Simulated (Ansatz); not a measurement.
**Point defects in MgO**

Take an 8-atom supercell of MgO in the rock salt structure (space group Fm-3m, No. 225; a = 4.2544 Å) at its relaxed geometry as the base.

One neutral defect a cell, atoms relaxed at fixed cell.

The values are results of PBE in Ansatz (plane waves to 420 eV, PAW, no SOC), earlier PAW set, not measurements.

| change | largest displacement of a host atom from its site in the perfect cell | pressure |
|---|---|---|
| perfect supercell | – | 0.0 GPa |
| O interstitial (started 1.66 Å from the nearest host atom) | … | … |
| Mg vacancy | 0.00 Å | … |
| Nb on a Mg site, symmetric start | 0.00 Å | 14.5 GPa |

Question: What belongs in the blanks?

Answer: 
- O interstitial (started 1.66 Å from the nearest host atom), largest displacement of a host atom from its site in the perfect cell: 0.69 Å
- O interstitial (started 1.66 Å from the nearest host atom), pressure: 36.0 GPa
- Mg vacancy, pressure: -3.6 GPa

Other magnetic orders, which the real material may have, were not ruled out. The cell is small, so the values are those of an ordered compound at a high defect concentration; dilute-limit values will differ. The mesh was chosen for an insulator and is coarse for the gapless case. Defects with a symmetric start kept the site's symmetry and may sit on a saddle; the others started slightly shaken. Seeded moments were not kept for O interstitial (started 1.66 Å from the nearest host atom). No Hubbard U is applied, and correlation can decide whether such a compound is a metal.

Ansatz is a first-principles code.
